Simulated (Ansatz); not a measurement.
## Response to strain in hypothetical Fm-3m WSe2

Take WSe2 (space group Fm-3m, No. 225; a = 6.2606 Å; ferromagnetic; a hypothetical phase, not in the database extracts checked; relaxed with 0.1 eV smearing) as the base. Axes: x, y, z lie along the cube axes.

Strains are applied to the cell and any free atomic positions relax; under biaxial strain the out-of-plane vector relaxes too; under stress the whole cell relaxes.

Method: r2SCAN in Ansatz (plane waves to 500 eV, PAW, scalar-relativistic without spin-orbit coupling).

Notes on the quantities. pressure: mean of the normal stresses, compression positive.

| change | pressure | shortest interatomic distance |
|---|---|---|
| base | 0.0 GPa | 2.711 Å |
| biaxial strain +0.33 %, plane normal [001], relaxed out of plane | -0.6 GPa | (withheld) |
| biaxial strain +0.61 %, plane normal [001], relaxed out of plane | -1.0 GPa | 2.719 Å |
| isotropic strain +2.65 % | (withheld) | 2.783 Å |
| uniaxial strain ε_yy = +1.04 % | (withheld) | 2.720 Å |
| uniaxial strain ε_zz = −1.37 % | 1.6 GPa | 2.699 Å |
| uniaxial strain ε_zz = +4.95 % | -5.0 GPa | 2.756 Å |
| uniaxial stress, 8 GPa tension along z | – | (withheld) |
| tensor shear ε_xz = −2.75 % | 0.1 GPa | 2.682 Å |
| uniaxial stress, 5 GPa compression along x | – | 2.699 Å |

Task: Some entries are withheld; estimate them.

Result: 
- biaxial strain +0.33 %, plane normal [001], relaxed out of plane, shortest interatomic distance: 2.715 Å
- isotropic strain +2.65 %, pressure: -7.6 GPa
- uniaxial strain ε_yy = +1.04 %, pressure: -1.2 GPa
- uniaxial stress, 8 GPa tension along z, shortest interatomic distance: 2.734 Å

The magnetic state is the one reached from the starting moments; the real material's order can differ, and small cells can't hold many antiferromagnetic ones. Stability under load was not tested beyond the relaxation.

Ansatz is an electronic-structure program.
